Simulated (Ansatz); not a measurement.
## ZnS: transverse stress against strain

ZnS (wurtzite, P6_3mc, 20.185 Å³/atom at rest, c along z) under a strain ε along c (axis z), the other axes held. PBE in Ansatz, a plane-wave DFT program (PAW, default set), 420 eV, 10×10×5 Γ-centred mesh, Fermi-Dirac smearing 0.05 eV; ions are relaxed within the symmetry of each cell. Stress is positive for a compressed cell.

Here s stands for strain and y for stress xx.

| strain (%) | stress xx (GPa) |
|---|---|
| -1.20 | 0.48 |
| -0.60 | 0.23 |
| 0.00 | 0.00 |
| 0.60 | -0.23 |
| 1.20 | -0.44 |
| 3.00 | ? |

**Question.** Fit y against s with a straight line, and predict the withheld value at s = 3.00.

**Answer.** Means: s 0, y 0.008. About the means, the sum of products is -1.3800 and the sum of squares of s is 3.6000; the slope is their ratio. Least squares gives y = 0.008 - 0.3833·s. Residuals (row less fit): 0.012, -0.008, -0.008, -0.008, 0.012; standard error 0.013 (degrees of freedom: 3). The slope gives the elastic constant C13 = 38 ± 0.7 GPa. At the withheld row, y = 0.008 - 0.3833 × 3.0 = -1.142 GPa. The calculation gives -1.02 GPa, 0.122 GPa above the prediction (8.1 % of the range of y in the table). The row lies outside the fitted rows, so this is an extrapolation. From the scatter of the fitted rows alone, a prediction at this place has a standard error of 0.024 GPa, so the miss is 5.1 times that.

One order more, fitted to all 11 runs of the series, follows each within 0.01, so the miss is the next term of a smooth law. ZnS is here the high-temperature form. Rows are the converged runs of the series near zero and its far end; series whose fitted rows scatter by over a few per cent of the range, as at a crossing or softening among them, aren't shown in this form. Most that stay on the fit to the last digits aren't either.
